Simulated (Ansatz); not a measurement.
Start from GaP in the zinc blende structure (space group F-43m, No. 216; a = 5.506 Å).

Level of theory: Ansatz (a quantum-chemistry and plane-wave program) PBE, no spin-orbit coupling.

Strains are applied to the cell and any free atomic positions relax.

One change was made to it. Results:

The width of the top valence band grows by 0.14 eV, from 3.28 eV to 3.42 eV; the pressure increases by 2.48 GPa, from 0.01 GPa to 2.49 GPa; the energy grows by 4.7 meV/atom; the hole mass (degenerate bands, along [100]) becomes 0.11, 0.34, 0.34 mₑ (at Γ) (base: 0.098, 0.40, 0.40 mₑ (at Γ)).

Question: What was done to the base?
(A) isotropic strain −1.00 %
(B) isotropic strain −2.00 %
(C) isotropic strain +1.50 %
(D) isotropic strain +2.00 %
(E) isotropic strain +2.50 %

Answer: A, isotropic strain −1.00 %. For comparison, the energy relative to the base in the other runs: isotropic strain +1.50 % gives +9.6 meV/atom; isotropic strain +2.00 % gives +17 meV/atom; isotropic strain +2.50 % gives +26 meV/atom; isotropic strain −2.00 % gives +19 meV/atom.

Effective masses come from finite differences of ±0.01 Å⁻¹. Whether these cells are dynamically stable was not tested.
